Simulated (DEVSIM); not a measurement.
Structure: illuminated Si n-on-p cell, one wavelength, at 250 K.

```
layer (left to right)  material  thickness (μm)  Nd (cm⁻³)  Na (cm⁻³)  τn (s)  τp (s)  absorption coefficient (cm⁻¹)
---------------------  --------  --------------  ---------  ---------  ------  ------  -----------------------------
1                            Si           0.140     1.5e18          -  3.5e-7  9.1e-8                           6800
2                            Si             190          -     3.4e15  5.7e-6  5.7e-6                           6800
```

Left contact: ohmic, minority hole recombination velocity 20 cm/s. Right contact: ohmic, minority electron recombination velocity 900 cm/s. Voltage is applied to the left contact. Recombination: SRH at mid-gap, radiative, Auger. Light enters at the left, 2.3e16 photons cm⁻² s⁻¹, one pass, no reflection. Mobility is μmin + (μ − μmin)/(1 + (N/Nref)^α).

The device is made up for the run: typed textbook-type constants, with dimensions and the other settings drawn at random. Values at 300 K; Nc and Nv go as T^1.5, mobilities as T to minus their exponent, the gap by Varshni's rule with the affinity fixed.

| parameter | Si |
|---|---|
| gap (eV) | 1.124 |
| affinity (eV) | 4.05 |
| permittivity | 11.7 |
| Nc (cm⁻³) | 2.86e19 |
| Nv (cm⁻³) | 3.1e19 |
| μn (cm²/Vs) | 1417 |
| μp (cm²/Vs) | 470 |
| μn,min | 52 |
| μp,min | 45 |
| Nref,n | 9.7e16 |
| Nref,p | 2.2e17 |
| αn | 0.68 |
| αp | 0.72 |
| T exponent of μn | 2.3 |
| T exponent of μp | 2.2 |
| B (cm³/s) | 4.7e-15 |
| Cn (cm⁶/s) | 2.8e-31 |
| Cp (cm⁶/s) | 9.9e-32 |
| Varshni α (eV/K) | 0.000473 |
| Varshni β (K) | 636 |

Simulated with DEVSIM: 1D drift-diffusion, Boltzmann statistics, complete ionisation; no tunnelling, impact ionisation, image-force lowering or self-heating.

The photon flux was swept, all else fixed.

```
photon flux (cm^-2 s^-1)  open-circuit voltage (V)  fill factor  largest power (mW/cm²)  short-circuit current (mA/cm²)
------------------------  ------------------------  -----------  ----------------------  ------------------------------
6.9e14                                  (withheld)         0.84                  0.0508                      (withheld)
2.3e15                                       0.579         0.84                   0.179                           0.366
6.9e15                                       0.603         0.85                   0.564                            1.10
2.3e16                                       0.629         0.85                    1.97                            3.66
6.9e16                                       0.653         0.86                    6.15                            11.0
2.3e17                                       0.679         0.86                    21.4                            36.7
6.9e17                                       0.703         0.86                    66.4                             110
```

Problem. Some entries are withheld; supply them.

Solution. 
- 6.9e14, open-circuit voltage (V): 0.553
- 6.9e14, short-circuit current (mA/cm²): 0.110
